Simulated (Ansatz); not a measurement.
**PBE against r2SCAN: MoSi2, pressure 75 GPa**

Take MoSi$_{2}$ (space group I4/mmm, No. 139; a = 3.217 Å, c = 7.873 Å) as the base.

(Cell as relaxed with PBE.)

Levels (all Ansatz, a program for electronic structure, PAW): PBE (420 eV, no SOC); r2SCAN (500 eV, no spin-orbit coupling).

Each level relaxes its own structure.

```csv
base,PBE,r2SCAN
volume per atom,13.58 Å³,13.36 Å³
lattice parameter a,3.217 Å,3.202 Å
band gap,zero,zero
```

One thing is altered: a hydrostatic pressure of 75 GPa.

```json
[
 {"quantity": "c/a ratio", "PBE": "2.491", "r2SCAN": "2.491"},
 {"quantity": "lattice parameter a", "PBE": "2.966 Å", "r2SCAN": "2.960 Å"}
]
```

PBE's lattice parameter a lies 0.0066 Å above r2SCAN's (0.2 %); the two agree on the c/a ratio. Neither level is exact; r2SCAN is the comparison here, not a measurement.

A case with no gap was solved on a k-mesh chosen for an insulator, which is coarse for it. Load acts through the strain it causes; cell and atoms are relaxed under it. Stability against distortions was not tested. No other phases were tried under pressure. The final runs are not spin-polarised.
